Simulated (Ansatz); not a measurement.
O on the 1x1 (10-10) surface of wurtzite ZnO (cut with top plane O + Zn), one in a 2x1 cell, started at the site 'top Zn #2'

Host crystal: wurtzite ZnO, with a band gap (PBE, scalar-relativistic without spin-orbit coupling).

Method: PBE (plane waves to 420 eV, PAW; Ansatz, a program for electronic structure).

Slab: 33 atoms, 9.4 Å thick at the start under the adsorbate (thin: gaps and levels are the slab's own); k 3x4x1, smearing 0.01 eV, dipole-corrected; 16 atoms held, the rest relaxed; held to the start's symmetry, so lower structures may exist; spin-polarised, ending with about 2.0 μB a cell; orders that need a larger cell were not tried, no spin-orbit, no U, no dispersion correction. At the end it is bonded to Zn. In PBE this state lies 1.59 eV over the lowest of the starts that converged ('hollow O', where the adsorbate paired with a surface O atom).

```
Property                                                                                                                Result
--------------------------------------------------------------------------------------  --------------------------------------
adsorption energy against ½ O2(g)                                                                                      2.60 eV
change of the step from the bottom to the top vacuum level, against the clean slab                                     0.83 eV
energy released by relaxation                                                                                          0.50 eV
height of the binding atom over the mean of the host atoms within 0.3 Å of the top one                                 1.534 Å
magnetic moment of the cell                                                                                            2.00 μB
nearest host atoms of the binding atom                                                  Zn at 2.13 Å, O at 2.44 Å, O at 2.44 Å
largest move of a host atom                                                                                             0.17 Å
cost                                                                                              very roughly 30 core-minutes
```

A negative adsorption energy means that the adsorbate is more stable on the surface than in its reference.
